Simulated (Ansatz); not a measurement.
Ansatz (a program for electronic structure) is run on Cs2MoS2O2 (Pbcn, 28 atoms in the cell), and the run fails. The aim is a self-consistent single point with DFT, LDA (PW92), plane waves, default PAW files made with PBE.

Cell that was meant: a = 9.3981 Å, b = 7.8363 Å, c = 11.0408 Å, α = 90.00°, β = 90.00°, γ = 90.00°.

Part of the input:

Ansatz 0.2 input:
```yaml
  xc: lda
  pseudopotentials: { kind: paw }
scf:
  occupations: { method: mv }
output:
  forces: true
  eigenvalues: true
```

Log, with long lists cut:

```
Error: YAML parse error: error: line 43 column 26: unknown occupation method `mv` (expected fermi_dirac | gaussian | methfessel_paxton | cold | fixed | tetrahedron | tetrahedron_uncorrected | explicit)
  --> <input>:43:26
   |
41 |   pseudopotentials: { kind: paw }
42 | scf:
43 |   occupations: { method: mv }
   |                          ^ unknown occupation method `mv` (expected fermi_dirac | gaussian | methfessel_paxton | cold | fixed | tetrahedron | [...]
44 | output:
45 |   forces: true
   |
```

Question: Read the log: what does the program object to, and what is the fix?

Answer: The fault is a value that the program does not know. The key takes a closed list of words, and names differ between codes. To fix it, use one of the words that the key accepts. The program stopped before any SCF iteration.

An input that runs soundly differs in these lines (not the only fix; some lines may just follow from the change or write a value another way):
```diff
-  occupations: { method: mv }
+  occupations: { method: fixed }
```

With that input, the run converged in 9 iterations: free energy E − TS (on the zero of these files) -74831.9041 eV; top of the valence band (on the code's own zero) 3.61 eV; gap on the k-point mesh 2.21 eV; pressure -1.38 GPa; largest force (vector length) 0.481 eV/Å (DFT, LDA (PW92), plane waves, default PAW files made with PBE).

On the sound input: the starting cell comes from a database of computed structures (which also holds hypothetical and non-ambient phases and stackings), without a prior relaxation at this level. Its lattice was rescaled by a random factor within 2.5 % of one. Ansatz's pressure includes its estimate of the finite-basis (Pulay) stress.
